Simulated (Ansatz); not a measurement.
```
CELL_PARAMETERS angstrom
      0.00000     3.20464     3.20464
      3.20464     0.00000     3.20464
      3.20464     3.20464     0.00000
ATOMIC_POSITIONS crystal
  Te 0.25000 0.25000 0.25000
  Cd 0.00000 0.00000 0.00000
```

 Spin-orbit coupling is not included.

List the harmonic phonon frequencies (cm⁻¹; finite displacements on a 6×6×6 mesh, Ansatz, a first-principles code, LDA functional, plane-wave PAW, k mesh 6×6×6) at q = (0.000, 0.167, 0.333), (0.000, 0.333, -0.500), (0.167, -0.500, -0.333), in fractions of this cell's reciprocal vectors. At Γ leave out the LO-TO shift.


- (0.000, 0.167, 0.333): 32, 38, 82, 150, 150, 159
- (0.000, 0.333, -0.500): 36, 45, 114, 140, 153, 158
- (0.167, -0.500, -0.333): 43, 48, 125, 127, 155, 159

The PAW data sets were generated under PBE and serve the other functionals too.
